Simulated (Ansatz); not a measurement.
Take Hf in the hcp (Mg type) structure (space group P6_3/mmc, No. 194; a = 3.159 Å, c = 5.000 Å) as the base.

Now apply this change: a hydrostatic pressure of 1.8 GPa.

Levels (all Ansatz, an electronic-structure program, PAW): PBEsol (420 eV, no spin-orbit coupling); PBEsol+SOC (420 eV, with spin-orbit coupling).

The geometry is relaxed with PBEsol.

- PBEsol pressure = 1.8 GPa

With PBEsol+SOC at the same geometry, the pressure falls by 0.4 GPa, from 1.8 GPa to 1.4 GPa.

Single points use the geometry relaxed with PBEsol. The spin-orbit shifts are approximate. Load acts through the strain it causes; cell and atoms are relaxed under it. Stability against distortions was not tested. The runs without spin-orbit coupling are not spin-polarised.
